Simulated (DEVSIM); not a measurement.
System: abrupt InP n-p junction, at 400 K.

Layer 1 from the left is InP, thickness (μm) 0.550, Nd (cm⁻³) 4.9e15, τn (s) 3.6e-9, τp (s) 3.6e-9. Layer 2 from the left is InP, thickness (μm) 0.700, Na (cm⁻³) 1.8e16, τn (s) 3.6e-9, τp (s) 3.6e-9.

Left contact: ohmic. Right contact: ohmic. Voltage is applied to the left contact. Recombination: SRH at mid-gap, radiative, Auger. Mobility is μmin + (μ − μmin)/(1 + (N/Nref)^α).

Constants are typed, rounded textbook-type inputs, not results; the design itself was drawn at random and stands for no fabricated device. Values at 300 K; Nc and Nv go as T^1.5, mobilities as T to minus their exponent, the gap by Varshni's rule with the affinity fixed.

InP: gap (eV) 1.344, affinity (eV) 4.38, permittivity 12.5, Nc (cm⁻³) 5.7e17, Nv (cm⁻³) 1.1e19, μn (cm²/Vs) 5200, μp (cm²/Vs) 170, μn,min 400, μp,min 10, Nref,n 3e17, Nref,p 4.9e17, αn 0.47, αp 0.62, T exponent of μn 2, T exponent of μp 2, B (cm³/s) 1.2e-10, Cn (cm⁶/s) 9e-31, Cp (cm⁶/s) 9e-31, Varshni α (eV/K) 0.000363, Varshni β (K) 162.

DEVSIM, 1D drift-diffusion, Boltzmann statistics, complete ionisation; no tunnelling, impact ionisation, image-force lowering or self-heating.

Task: What does the simulation give for the potential step across the device at zero bias, the dark forward voltage at 1 A/cm²?

Result: potential step across the device at zero bias 0.897 V; dark forward voltage at 1 A/cm² 0.648 V.
